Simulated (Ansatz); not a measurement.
Band structure of LaF3 (Fm-3m, 4 atoms in the cell).

```yaml
crystal:
  lattice:
    - [0.00000, 2.93164, 2.93164]
    - [2.93164, 0.00000, 2.93164]
    - [2.93164, 2.93164, 0.00000]
  atoms:
    - { symbol: La, position: [0.00000, 0.00000, 0.00000] }
    - { symbol: F, position: [0.50000, 0.50000, 0.50000] }
    - { symbol: F, position: [0.25000, 0.25000, 0.25000] }
    - { symbol: F, position: [0.75000, 0.75000, 0.75000] }
```

Level of theory: LDA (PW92), PAW files made with PBE (plane waves; Ansatz, a first-principles code).

Settings: basis.ecutwfc = 420 eV; kpoints.mp_grid.grid = 8 8 8; hamiltonian.xc = lda; hamiltonian.pseudopotentials = {kind: paw} (the program's default PAW files); scf.occupations.method = fixed; kpoints.band_path.npoints = 8.

The starting cell comes from a database of computed structures (which also holds hypothetical and non-ambient phases and stackings), without a prior relaxation at this level.

Task: Predict the gap along the standard path and the places of the band edges.

Result: The gap along the path is 4.93 eV, direct at X to within 0.01 eV. Another conduction valley lies within 0.1 eV, so the order of the valleys is not sure.

Levels in eV from the top of the valence band on the path, bands 13 to 19:
```tsv
point	13	14	15	16	17	18	19
Γ	-2.39	-0.01	-0.01	-0.01	5.24	5.24	5.24
X	-1.90	-0.56	0.00	0.00	4.93	5.20	5.20
W	-1.98	-0.32	-0.32	-0.03	5.07	5.07	5.13
K	-1.94	-0.39	-0.08	-0.07	5.02	5.13	5.18
L	-2.05	-0.33	-0.33	-0.21	5.08	5.08	5.08
U	-1.94	-0.39	-0.08	-0.07	5.02	5.13	5.18
```

Keys are those of Ansatz 0.2.
